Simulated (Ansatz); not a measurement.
Input:

End structure of a constructed model of the (0001) surface of hcp Ru, (√3x√3)R30° surface alloy, Sb on one Ru site of the top plane (bottom of the slab: a bare face, its two planes held):

```xyz
18
Lattice="4.0821 2.3568 0.0000 -4.0821 2.3568 0.0000 0.0000 0.0000 27.0000" Properties=species:S:1:pos:R:3 pbc="T T T"
Ru     1.3607     0.7856     8.1407
Ru     0.0000     3.1424     8.1407
Ru    -1.3607     0.7856     8.1407
Ru     0.0000     1.5712    10.2872
Ru     2.7214     1.5712    10.2872
Ru    -2.7214     1.5712    10.2872
Ru     1.3597     0.7862    12.4262
Ru     0.0000     3.1412    12.4262
Ru    -1.3597     0.7862    12.4262
Ru     0.0000     1.5712    14.6134
Ru     2.7214     1.5712    14.5765
Ru    -2.7214     1.5712    14.5765
Ru     1.3547     0.7891    16.7142
Ru     0.0000     3.1355    16.7142
Ru    -1.3547     0.7891    16.7142
Sb     0.0000     1.5712    19.3325
Ru     2.7214     1.5712    18.8338
Ru    -2.7214     1.5712    18.8338
```

Set-up: 18 atoms, 10.7 Å thick at the start with caps and adatoms (thin: gaps and levels are the slab's own); mesh 9x9x1; 0.1 eV smearing; dipole correction on; 6 atoms held, the rest relaxed; start symmetry kept, larger cells not searched; no spin, no spin-orbit, no U. It is one candidate, not shown to be the stable structure of the face.

Question: What work function of the top face does PBE (Ansatz, a quantum-chemistry and plane-wave program) give?

Answer: 4.24 eV
